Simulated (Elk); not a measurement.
Band structure of Ti2Sn (P6_3/mmc, 6 atoms in the cell).

```
CELL_PARAMETERS angstrom
      4.73535     0.00000     0.00000
     -2.36768     4.10093     0.00000
      0.00000     0.00000     5.61886
ATOMIC_POSITIONS crystal
  Ti 0.66667 0.33333 0.25000
  Ti 0.33333 0.66667 0.75000
  Ti 0.00000 0.00000 0.00000
  Ti 0.00000 0.00000 0.50000
  Sn 0.66667 0.33333 0.75000
  Sn 0.33333 0.66667 0.25000
```

Computed with PBEsol, all-electron FP-LAPW, Elk's shipped species files, APW+lo basis with extra local orbitals in Elk.

Settings: xctype = 22; rgkmax = 7.5; swidth = 0.00367493 Ha; ngridk = 7 7 5; gmaxvr = 16 1/bohr; nxlo = 2; lorbcnd = true; lmaxi = 3; maxscl = 100.

The starting cell comes from a database of computed structures (which also holds hypothetical and non-ambient phases and stackings), without a prior relaxation at this level. Spin polarisation is off. Values depend on the basis (sphere radii, cutoffs, local orbitals), which need not be converged.

Levels in eV from the Fermi level, bands 41 to 48:
```json
[
 {"point": "Γ", "41": "-1.13", "42": "-1.13", "43": "-0.88", "44": "-0.88", "45": "0.91", "46": "0.91", "47": "1.21", "48": "1.42"},
 {"point": "M", "41": "-1.72", "42": "-0.69", "43": "-0.56", "44": "-0.18", "45": "0.30", "46": "0.36", "47": "0.50", "48": "0.55"},
 {"point": "K", "41": "-0.79", "42": "-0.73", "43": "-0.42", "44": "-0.42", "45": "0.38", "46": "0.55", "47": "0.55", "48": "0.73"},
 {"point": "A", "41": "-0.64", "42": "-0.64", "43": "-0.64", "44": "-0.64", "45": "0.64", "46": "0.64", "47": "1.68", "48": "1.68"},
 {"point": "L", "41": "-0.59", "42": "-0.59", "43": "-0.35", "44": "-0.35", "45": "0.30", "46": "0.30", "47": "0.79", "48": "0.79"},
 {"point": "H", "41": "-0.31", "42": "-0.31", "43": "-0.30", "44": "-0.30", "45": "0.15", "46": "0.15", "47": "0.70", "48": "0.70"}
]
```

No band crosses the Fermi level by more than 0.03 eV along this path.
